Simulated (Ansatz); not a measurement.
The starting structures come from a database of crystals and need not be the phases stable at ambient conditions.

 Where the default PAW files enter, the runs use the earlier of Ansatz's two default sets.

Here is the system:

```yaml
crystal:
  lattice:
    - [5.37903, 0.00000, 0.00000]
    - [2.68951, 5.01153, 0.00000]
    - [2.68952, 1.44337, 4.42913]
  atoms:
    - { symbol: Zn, position: [0.36546, 0.90362, 0.36546] }
    - { symbol: Zn, position: [0.63454, 0.09638, 0.63454] }
    - { symbol: Sn, position: [0.14996, 0.55013, 0.14996] }
    - { symbol: Sn, position: [0.85004, 0.44987, 0.85004] }
    - { symbol: O, position: [0.75985, 0.74441, 0.04999] }
    - { symbol: O, position: [0.24015, 0.25559, 0.95001] }
    - { symbol: O, position: [0.44575, 0.74441, 0.75985] }
    - { symbol: O, position: [0.55425, 0.25559, 0.24015] }
    - { symbol: O, position: [0.04999, 0.74441, 0.44575] }
    - { symbol: O, position: [0.95001, 0.25559, 0.55425] }
```

Space group of this cell: R-3. The cell is taken as given; by PBEsol its mean pressure is -7.0 GPa.

All values below come from PBEsol (plane waves, PAW; Ansatz, a program for electronic structure).

The current runs along the normal of the first two printed vectors; no spin-orbit coupling. Scaled by the factor s: all lengths (ions clamped). The meshes follow the cell: 8×8×8 and 8×6 across at s = 0.98, 8×8×8 and 6×6 across at s = 1.00, 8×8×8 and 6×6 across at s = 1.02.

```
s     mean pressure (GPa)  band gap (eV)
----  -------------------  -------------
0.98                  3.7              ?
1.00                 -7.0           1.20
1.02                -14.7           0.81
```

Take the slope of the band gap against ln s from the two given rows, extrapolate to s = 0.98, and say what the run there gives.

Slope = (0.81 − 1.20) / ln 1.02 = -19.7 eV. The line gives 1.20 + (-19.7) × ln 0.98 = 1.60 eV. The run gives 1.62 eV, 0.02 eV over the line, 6 % of the predicted step.
